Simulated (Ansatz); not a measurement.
## A computed series for Sn: pressure series

Take Sn in the diamond structure (space group Fd-3m, No. 227) as the base.

```
Sn
1.0
    0.00000     3.32768     3.32768
    3.32768     0.00000     3.32768
    3.32768     3.32768     0.00000
Sn
2
Direct
  0.25000   0.25000   0.25000
  0.00000   0.00000   0.00000
```

Cell and atoms are relaxed at each pressure.

Calculations: PBE/PAW in Ansatz (a quantum-chemistry and plane-wave program), no SOC.

Notes on the quantities. enthalpy: H = E + PV relative to the base's energy.

```tsv
case	enthalpy	lattice parameter a
base	–	12.577 bohr
pressure −2 GPa	-0.47 eV/atom	12.856 bohr
pressure −1 GPa	-0.23 eV/atom	12.706 bohr
pressure 3 GPa	+0.66 eV/atom	12.285 bohr
pressure 7 GPa	+1.49 eV/atom	12.006 bohr
pressure 15 GPa	+3.01 eV/atom	11.624 bohr
pressure 30 GPa	+5.57 eV/atom	11.173 bohr
pressure 50 GPa	+8.62 eV/atom	10.786 bohr
pressure 75 GPa	+12.07 eV/atom	10.451 bohr
pressure 100 GPa	+15.25 eV/atom	10.202 bohr
```

Load acts through the strain it causes; cell and atoms are relaxed under it. Whether these cells are dynamically stable was not tested. Tetrahedral semiconductors of this kind turn to denser phases somewhere between about 1 and 50 GPa; those were not computed, so compressed cells here can lie past the real transition.
